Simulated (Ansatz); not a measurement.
An ideal cubic perovskite cell is held by its symmetry; such compounds can tilt or shift off centre at room temperature. The starting structures come from a database of crystals and need not be the phases stable at ambient conditions.

Consider the following.

```yaml
crystal:
  lattice:
    - [8.25761, 0.00000, 0.00000]
    - [-4.12880, 7.15130, 0.00000]
    - [4.12880, 2.38377, 3.37115]
  atoms:
    - { symbol: Cs, position: [0.00000, 0.00000, 0.00000] }
    - { symbol: Sn, position: [0.00000, 0.50000, 0.50000] }
    - { symbol: Br, position: [0.50000, 0.00000, 0.00000] }
    - { symbol: Br, position: [0.50000, 0.50000, 0.00000] }
    - { symbol: Br, position: [0.00000, 0.50000, 0.00000] }
```

Space group of this cell: Pm-3m, cubic perovskite. The cell is taken as given; by PBEsol its mean pressure is -0.8 GPa.

Transport runs along the normal of the first two printed cell vectors, the (111) plane of the conventional cell.

The gap is the functional's own. No spin-orbit coupling. Mid-gap values are interpolated on the energy grid.

Give the band gap and the smallest decay constant κ at mid-gap that PBEsol (Ansatz, a quantum-chemistry and plane-wave program) yields.

Gap 0.43 eV on a 10×10×10 mesh; κ = 0.035 1/Å, at the zone centre.
